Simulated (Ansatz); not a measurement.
Here is the system:

```
Rh
1.0
    0.00000     1.88975     1.88975
    1.88975     0.00000     1.88975
    1.88975     1.88975     0.00000
Rh
1
Direct
  0.00000   0.00000   0.00000
```

These are PBEsol, rigid bands (plane waves, PAW, scalar-relativistic; Ansatz, an electronic-structure program) values and carry that method's errors. Geometry: cell and atoms relaxed with PBEsol.

Problem. For narrow interconnects the product ρ₀λ of bulk resistivity and mean free path ranks metals, the lower the better. What is it here?

Solution. 3.3 ×10⁻¹⁶ Ω·m².

Problem. And the Drude plasma energy and the root-mean-square Fermi velocity at 300 K?

Solution. 10.2 eV; 6.6e5 m/s.

A metal at this level (no band gap); rigid bands, thermally averaged at 300 K, both spins. Spin-orbit coupling is left out. τ is one relaxation time for all states; the product of resistivity and mean free path takes one path for all states instead.
